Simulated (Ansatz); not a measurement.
Structures of equal composition on the (111) surface of fcc Cu: a layer of Mg in place of the second plane; a layer of Mg in place of the third plane. The slabs share one bottom face, and each structure is named by its start. These are constructed structures in small cells; real faces may alloy, dewet or reconstruct in larger ones, and not all known structures of the face are among them. Slabs of about 11 Å, Fermi-Dirac smearing of 0.1 eV. Bottom of the slabs: a bare face, its two planes held. Relaxed from the named starts with such symmetry as they have, on meshes of like density; energies extrapolated to zero smearing; spin only where a row says so; no spin-orbit coupling, no U. Brackets mark spin-polarised runs, whose order is one that fits the cell.

Calculation: PBE (plane waves to 420 eV, PAW; Ansatz, a program for electronic structure).

Task: Order them by energy per 1x1 cell (lowest first) at the level PBE.

Result: a layer of Mg in place of the second plane (0.000 eV), a layer of Mg in place of the third plane (0.040 eV)
